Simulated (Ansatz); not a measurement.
Levels about the gap of amorphous hafnium silicate (Hf14O35Si4) (53 atoms in a cell of 708 Å³, 7.44 g/cm³; zone centre alone, so wide bands show as single levels with stretches between that a denser mesh fills), at the geometry that PBE relaxed, where it gives 1.2 GPa on a denser mesh. The participation number counts the atoms over which a state spreads; weights are charges in smoothed Voronoi cells. The levels come from a single point, so bond lengths are those of that geometry. Method of the levels: PBE, scalar-relativistic without spin-orbit coupling (Ansatz, a program for electronic structure). Sampling: the zone centre alone; Fermi-Dirac width 0.02 eV; no spin polarisation. The usual formal charges leave 2 electrons over, so the level spacing at the Fermi energy parts defect or band states and needn't be the band gap.

The cell was made by melting and quenching with the CHGNet potential and then relaxed with DFT. O atoms were pushed apart under 1.9 Å during the dynamics, to hinder bonds among them. The hot cell started wider than the set density and was brought back towards it in steps. It is the lowest in DFT energy of 4 quenches. It is a model cell: composition and starting density were chosen by hand, and all elements were melted together. No dispersion term was used. Its density started from a set value of 7.44 and ended at 7.44 g/cm³. The simulated quench (nominally 300 K/ps over its main leg) is rapid and tends to freeze in more defects than a deposited or slowly cooled glass has. Values belong to this one cell and scatter from quench to quench. The volume was held where the preparation left it, at a PBE pressure of 1.2 GPa. Stress components on the final sampling reach 2.7 GPa. On a 2×2×2 Γ-centred mesh force components of up to 0.43 eV/Å stay, since the relaxation ran on the zone centre alone.

| E - E(highest filled), eV | filling | participation number | largest on | weight O | weight Hf | weight Si |
|---|---|---|---|---|---|---|
| -3.75 | filled | 17.4 | O, 3 neighbours | 0.94 | 0.05 | 0.00 |
| -3.72 | filled | 11.2 | O, 3 neighbours | 0.94 | 0.05 | 0.01 |
| -3.51 | filled | 7.9 | O, 2 neighbours | 0.94 | 0.05 | 0.01 |
| -3.46 | filled | 11.3 | O, 2 neighbours | 0.94 | 0.05 | 0.01 |
| -3.44 | filled | 17.3 | O, 4 neighbours | 0.96 | 0.04 | 0.01 |
| -3.35 | filled | 11.5 | O, 3 neighbours | 0.96 | 0.04 | 0.01 |
| 0.00 | filled | 11.9 | Hf, 6 neighbours | 0.45 | 0.54 | 0.01 |
| 0.99 | empty | 18.2 | Hf, 7 neighbours | 0.38 | 0.61 | 0.01 |
| 1.02 | empty | 21.1 | Hf, 6 neighbours | 0.36 | 0.63 | 0.00 |
| 1.05 | empty | 19.6 | Hf, 6 neighbours | 0.38 | 0.60 | 0.01 |
| 1.20 | empty | 30.5 | Hf, 7 neighbours | 0.47 | 0.50 | 0.03 |
| 1.27 | empty | 21.8 | Hf, 6 neighbours | 0.37 | 0.62 | 0.01 |
| 1.50 | empty | 28.4 | Hf, 7 neighbours | 0.39 | 0.59 | 0.02 |
| 1.54 | empty | 18.4 | Hf, 6 neighbours | 0.36 | 0.64 | 0.01 |

Most localised among these is the filled level at -3.51 eV, on a O atom, which has 2 neighbours (Hf 2.00 Å, Hf 2.01 Å).
